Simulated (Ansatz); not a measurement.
Start from PbI2 in the 2H-MoS2 type structure (space group P6_3/mmc, No. 194; a = 4.273 Å, c = 14.362 Å; a hypothetical phase, not in the database extracts checked).

Perturbation: cell and atoms relaxed at a pressure of 0.3 GPa.

Levels (all Ansatz, a program for electronic structure, PAW, earlier PAW set): PBEsol-D3(BJ) (420 eV, no spin-orbit coupling); PBEsol+SOC (420 eV, spin-orbit coupling included).

The geometry is relaxed with PBEsol-D3(BJ).

- PBEsol-D3(BJ) band gap = 1.26 eV
- PBEsol-D3(BJ) valence-band top at Γ = 0.00, -0.58, -0.58 eV
- PBEsol-D3(BJ) hole mass = 0.31 mₑ along c, 1.1 mₑ across (at Γ)

With PBEsol+SOC at the same geometry, the band gap falls by 0.32 eV, from 1.26 eV to 0.94 eV; the valence-band top at Γ (three highest Kramers pairs, from the VBM) changes from 0.00, -0.58, -0.58 eV to 0.00, -0.43, -0.74 eV; the hole mass becomes 0.33 mₑ along c, 0.46 mₑ across (at Γ) (PBEsol-D3(BJ): 0.31 mₑ along c, 1.1 mₑ across (at Γ)).

Single points use the geometry relaxed with PBEsol-D3(BJ). Differences between runs with and without spin-orbit coupling are approximate. With I and Pb present, leaving out spin-orbit coupling can change the band edges. Load acts through the strain it causes; cell and atoms are relaxed under it. Masses are band curvatures over ±0.01 Å⁻¹ around the edge. No phonon test of stability was made.
